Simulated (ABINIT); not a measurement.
**Worked example: self-consistent single point of MnO2 (P4_2/mnm, 6 atoms in the cell) in ABINIT**

Method: PBE, PAW (JTH v2.0 PBE PAW) (plane waves; ABINIT).

The input file:

```
# MnO2, JTH v2.0 PBE PAW
pp_dirpath "./"
pseudos "Mn.GGA_PBE-JTH.xml, O.GGA_PBE-JTH.xml"
acell 3*1.0 Angstrom
rprim
         4.3163720000    0.0000000000    0.0000000000
         0.0000000000    4.3163720000    0.0000000000
         0.0000000000    0.0000000000    2.8123190000
natom 6
ntypat 2
znucl 25 8
typat 1 1 2 2 2 2
xred
         0.0000000000    0.0000000000    0.0000000000
         0.5000000000    0.5000000000    0.5000000000
         0.3049200000    0.3049200000    0.0000000000
         0.6950800000    0.6950800000    0.0000000000
         0.1950800000    0.8049200000    0.5000000000
         0.8049200000    0.1950800000    0.5000000000
ecut 60 Ry
pawecutdg 120 Ry
pawovlp -1
nsppol 2
spinat
      0 0 4
      0 0 4
      0 0 0
      0 0 0
      0 0 0
      0 0 0
occopt 3
tsmear 0.00367493
nband 40
kptopt 1
ngkpt 5 5 8
nshiftk 1
shiftk 0 0 0
nstep 100
tolvrs 1.0e-10
prtwf 0
prtden 0
enunit 2
```

The program printed (abridged):

```
 Symmetries : space group P4_2/m n m (#136); Bravais tP (primitive tetrag.)

 -outvars: echo values of preprocessed input variables --------
            acell      1.8897261329E+00  1.8897261329E+00  1.8897261329E+00 Bohr
             ecut      3.00000000E+01 Hartree
           enunit           2
              ixc     -101130
         kptrlatt        5    0    0      0    5    0      0    0    8
          kptrlen      4.07838048E+01
            natom           6
            nband          40
            ngfft          45      45      30
          ngfftdg          60      60      40
             nkpt          30
           nspden           2
           nsppol           2
            nstep         100
             nsym          16
           ntypat           2
           occopt           3
        pawecutdg      6.00000000E+01 Hartree
          pawovlp     -1.0000000000E+00
            rprim      4.3163720000E+00  0.0000000000E+00  0.0000000000E+00
                       0.0000000000E+00  4.3163720000E+00  0.0000000000E+00
                       0.0000000000E+00  0.0000000000E+00  2.8123190000E+00
          spgroup         136
           spinat      0.0000000000E+00  0.0000000000E+00  4.0000000000E+00
                       0.0000000000E+00  0.0000000000E+00  4.0000000000E+00
                       0.0000000000E+00  0.0000000000E+00  0.0000000000E+00
                       0.0000000000E+00  0.0000000000E+00  0.0000000000E+00
                       0.0000000000E+00  0.0000000000E+00  0.0000000000E+00
                       0.0000000000E+00  0.0000000000E+00  0.0000000000E+00
           tolvrs      1.00000000E-10
           tsmear      3.67493000E-03 Hartree
            typat      1  1  2  2  2  2
           useylm           1
             xred      0.0000000000E+00  0.0000000000E+00  0.0000000000E+00
                       5.0000000000E-01  5.0000000000E-01  5.0000000000E-01
   [... lines left out ...]
                       1.9508000000E-01  8.0492000000E-01  5.0000000000E-01
                       8.0492000000E-01  1.9508000000E-01  5.0000000000E-01
            znucl       25.00000    8.00000

== DATASET  1 ==================================================================

 Real(R)+Recip(G) space primitive vectors, cartesian coordinates (Bohr,Bohr^-1):
 R(1)=  8.1567610  0.0000000  0.0000000  G(1)=  0.1225977  0.0000000  0.0000000
 R(2)=  0.0000000  8.1567610  0.0000000  G(2)=  0.0000000  0.1225977  0.0000000
 R(3)=  0.0000000  0.0000000  5.3145127  G(3)=  0.0000000  0.0000000  0.1881640
 Unit cell volume ucvol=  3.5358914E+02 bohr^3
 Angles (23,13,12)=  9.00000000E+01  9.00000000E+01  9.00000000E+01 degrees

 Coarse grid specifications (used for wave-functions):

 getcut: wavevector=  0.0000  0.0000  0.0000  ngfft=  45  45  30
         ecut(hartree)=     30.000   => boxcut(ratio)=   2.18781

 Fine grid specifications (used for densities):

 getcut: wavevector=  0.0000  0.0000  0.0000  ngfft=  60  60  40
         ecut(hartree)=     60.000   => boxcut(ratio)=   2.10956

   4.21469629E+03                                ecore*ucvol(ha*bohr**3)

_setup2: Arith. and geom. avg. npw (full set) are    2776.105    2776.081
--- !BeginCycle
solver: {iscf: 17, nstep: 100, nline: 4, wfoptalg: 10, }
tolerances: {tolvrs: 1.00E-10, }
...

     iter   Etot(hartree)     deltaE(h) residm    nres2    magn
 ETOT  1  -263.24422167487    -2.63E+02 9.35E+00 1.57E+03 4.149
 ETOT  2  -282.88722119322    -1.96E+01 4.77E-01 6.67E+03 0.070
 ETOT  3  -274.06890904402     8.82E+00 1.16E+00 8.55E+01 4.295
 ETOT  4  -274.29024758182    -2.21E-01 1.39E-01 5.04E+01 4.483
 ETOT  5  -274.26905913661     2.12E-02 4.38E-02 1.82E+00 5.338
 ETOT  6  -274.27372288789    -4.66E-03 7.28E-03 1.37E+00 5.512
   [... 11 lines left out ...]
 ETOT 18  -274.27359441591    -7.74E-10 3.84E-04 3.02E-09 5.765
 ETOT 19  -274.27359441588     3.05E-11 2.04E-04 2.51E-09 5.765
 ETOT 20  -274.27359441574     1.43E-10 1.70E-04 2.89E-10 5.765
 ETOT 21  -274.27359441576    -2.56E-11 7.17E-05 1.35E-10 5.765
 ETOT 22  -274.27359441575     1.62E-11 5.82E-05 8.61E-12 5.765
 At SCF step   22       nres2   =  8.61E-12 < tolvrs=  1.00E-10 =>converged.

 Cartesian components of stress tensor (hartree/bohr^3)
  sigma(1 1)= -7.74452777E-04  sigma(3 2)=  0.00000000E+00
  sigma(2 2)= -7.74452777E-04  sigma(3 1)=  0.00000000E+00
  sigma(3 3)= -8.53034770E-04  sigma(2 1)=  0.00000000E+00

 Integrated electronic and magnetization densities in atomic spheres:
 Radius=ratsph(iatom), smearing ratsm=  0.0000. Diff(up-dn)=approximate z local magnetic moment.
 Atom    Radius    up_density   dn_density  Total(up+dn)  Diff(up-dn)
    1   2.11192     7.977812     5.406296     13.384107     2.571516
    2   2.11192     7.977812     5.406296     13.384107     2.571516
    3   1.41465     2.346544     2.259866      4.606410     0.086679
    4   1.41465     2.346544     2.259866      4.606410     0.086679
    5   1.41465     2.346544     2.259866      4.606410     0.086679
    6   1.41465     2.346544     2.259866      4.606410     0.086679
  Sum:             25.341801    19.852053     45.193854     5.489747
 Total magnetization (from the atomic spheres):             5.489747
 Total magnetization (exact up - dn):                       5.764974

 ----iterations are completed or convergence reached----

 reduced coordinates (array xred) for    6 atoms
       0.000000000000      0.000000000000      0.000000000000
       0.500000000000      0.500000000000      0.500000000000
       0.304920000000      0.304920000000      0.000000000000
       0.695080000000      0.695080000000      0.000000000000
       0.195080000000      0.804920000000      0.500000000000
       0.804920000000      0.195080000000      0.500000000000
 cartesian forces (eV/Angstrom) at end:
    1     -0.00000000000000    -0.00000000000000    -0.00000000000000
    2     -0.00000000000000    -0.00000000000000    -0.00000000000000
    3     -0.24273640042715    -0.24273640042715    -0.00000000000000
    4      0.24273640042715     0.24273640042715    -0.00000000000000
    5      0.24273640042715    -0.24273640042715    -0.00000000000000
    6     -0.24273640042715     0.24273640042715    -0.00000000000000
   [... lines left out ...]
 Fermi (or HOMO) energy (hartree) =   0.24840   Average Vxc (hartree)=  -0.44094
 Fermi (or HOMO) energy (eV) =   6.75940   Average Vxc (eV)= -11.99864
   [... lines left out ...]
 kpt#   1, nband= 40, wtk=  0.00500, kpt=  0.0000  0.0000  0.0000 (reduced coord)
 -72.35400  -72.34905  -41.18663  -41.17406  -41.11496  -41.11496  -41.03597  -41.03597
 -13.80192  -11.76996  -11.30213  -11.30213   -1.41999   -0.48828    0.16166    1.06949
   1.06949    2.43474    2.43474    2.90184    4.79522    5.46118    5.46118    6.03300
   6.58689    6.92765    7.07809    7.07809    7.27280    8.66874    9.40503   11.01613
  11.01613   12.08678   15.08765   18.32910   18.32910   21.35087   22.09464   22.86389
 prteigrs : prtvol=0 or 1, do not print more k-points.

--- !EnergyTerms
comment             : Components of total free energy in Hartree
kinetic             :  5.59398444971525E+01
hartree             :  6.58206980258712E+01
xc                  : -1.93954112435025E+01
Ewald energy        : -1.86532613501762E+02
psp_core            :  1.19197559718327E+01
local_psp           : -1.89916762435891E+02
spherical_terms     : -1.21066635553458E+01
internal            : -2.74271152241645E+02
'-kT*entropy'       : -2.44168885116404E-03
total_energy        : -2.74273593930496E+02
total_energy_eV     : -7.46336404710449E+03
...

-Cartesian components of stress tensor (GPa)         [Pressure=  2.3556E+01 GPa]
- sigma(1 1)= -2.27851835E+01  sigma(3 2)=  0.00000000E+00
- sigma(2 2)= -2.27851835E+01  sigma(3 1)=  0.00000000E+00
- sigma(3 3)= -2.50971452E+01  sigma(2 1)=  0.00000000E+00

 Calculation completed.
```

The run converged in 22 iterations.

The starting cell comes from a database of computed structures (which also holds hypothetical and non-ambient phases and stackings), without a prior relaxation at this level. Its lattice was rescaled by a random factor within 2.5 % of one. The magnetic order is the one reached from the typed start; others were not searched systematically. With a pressure of about 24 GPa the cell is away from its equilibrium volume at this level.

These are the values that this program gave, and no reference: the one-centre exchange-correlation terms come from a truncated expansion.

Cost on one core of a shared machine: roughly 9 min.
